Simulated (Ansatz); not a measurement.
CsCl-type PdIn, treated with PBE (plane waves, PAW; Ansatz, a program for electronic structure).

Run with plane-wave cutoff 520 eV, 18×18×18 k mesh, Fermi–Dirac smearing 0.05 eV, scalar-relativistic PAW data made under PBE.

Energies at three volumes about the minimum:

```json
[
 {"V (Å³/atom)": "17.691", "E − E_lowest (meV/atom)": "2.70"},
 {"V (Å³/atom)": "18.053", "E − E_lowest (meV/atom)": "0.00"},
 {"V (Å³/atom)": "18.414", "E − E_lowest (meV/atom)": "2.24"}
]
```

**Question.** Fit a parabola by hand: where is the minimum, what lattice constant follows, and what is the bulk modulus?

**Answer.** Slopes: (0.00 − 2.70)/(18.053 − 17.691) = -7.459 and (2.24 − 0.00)/(18.414 − 18.053) = 6.205 meV/Å³. Curvature E″ = 2 × (6.205 − (-7.459))/(18.414 − 17.691) = 37.798 meV/Å⁶. From the middle of the first interval, the slope vanishes at V0 = 17.8720 − (-7.459)/37.798 = 18.069 Å³/atom. B = V0 E″ = 18.069 × 37.798 meV/Å³ × 0.1602 GPa per meV/Å³ = 109 GPa. With 2 atoms in the cube, a = (2 × 18.069)^(1/3) = 3.306 Å. The full Birch–Murnaghan fit to all volumes gives V0 = 18.061 Å³/atom and B0 = 109 GPa.
